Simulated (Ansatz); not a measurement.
## YAs, response to strain

The reference is YAs in the rock salt structure (space group Fm-3m, No. 225; a model cell; relaxed with 0.1 eV smearing).

```
YAs
1.0
    0.00000     2.87404     2.87404
    2.87404     0.00000     2.87404
    2.87404     2.87404     0.00000
As Y
1 1
Direct
  0.00000   0.00000   0.00000
  0.50000   0.50000   0.50000
```

Cartesian axes are those of the cell as printed.

Strains are applied to the cell and any free atomic positions relax.

All numbers come from PBEsol (Ansatz, an electronic-structure program; PAW; 420 eV plane waves; spin-orbit coupling left out).

Candidates:
(a) isotropic strain +4.09 %
(b) uniaxial strain ε_xx = +0.50 %
(c) strain tensor (xx, yy, zz, yz, xz, xy) = (+0.48, −0.60, −0.65, +0.88, −1.79, +1.40) %
(d) strain tensor (xx, yy, zz, yz, xz, xy) = (−1.27, −0.51, −0.87, −0.24, −0.01, +0.52) %

Notes on the quantities. energy relative to the base: free energy F.

Q: Order them by energy relative to the base, lowest first.

A: (b) uniaxial strain ε_xx = +0.50 % (+0.4 meV/atom), (d) strain tensor (xx, yy, zz, yz, xz, xy) = (−1.27, −0.51, −0.87, −0.24, −0.01, +0.52) % (+5.2 meV/atom), (c) strain tensor (xx, yy, zz, yz, xz, xy) = (+0.48, −0.60, −0.65, +0.88, −1.79, +1.40) % (+8.1 meV/atom), (a) isotropic strain +4.09 % (+82 meV/atom)

No phonon test of stability was made. All final runs are without spin polarisation.
